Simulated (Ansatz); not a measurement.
A computed series for BAs: pressure series

The reference is BAs in the zinc blende structure (space group F-43m, No. 216; a = 4.784 Å).

Cell and atoms are relaxed at each pressure.

The values are results of r2SCAN/PAW in Ansatz (a quantum-chemistry and plane-wave program), scalar-relativistic without spin-orbit coupling, not measurements.

```
pressure (GPa)  volume per atom (Å³/atom)
--------------  -------------------------
-2                                 13.886
-1                                      ?
0                                  13.685
3                                  13.409
15                                 12.520
30                                 11.710
50                                 10.914
75                                 10.175
100                                 9.607
```

### Question
Fit the third-order Birch–Murnaghan form P(V) = (3B₀/2)[(V₀/V)^(7/3) − (V₀/V)^(5/3)]·[1 + (3/4)(B₀′ − 4)((V₀/V)^(2/3) − 1)] (squares taken in P) to the rows shown and predict the withheld row.

### Answer
Least squares on the printed values gives V₀ = 13.684 Å³/atom, B₀ = 143 GPa, B₀′ = 3.9; this predicts 13.782 Å³/atom, and the run gives 13.784 Å³/atom, 0.002 higher.

Load acts through the strain it causes; cell and atoms are relaxed under it. No phonon test of stability was made. No other phases were tried under pressure.
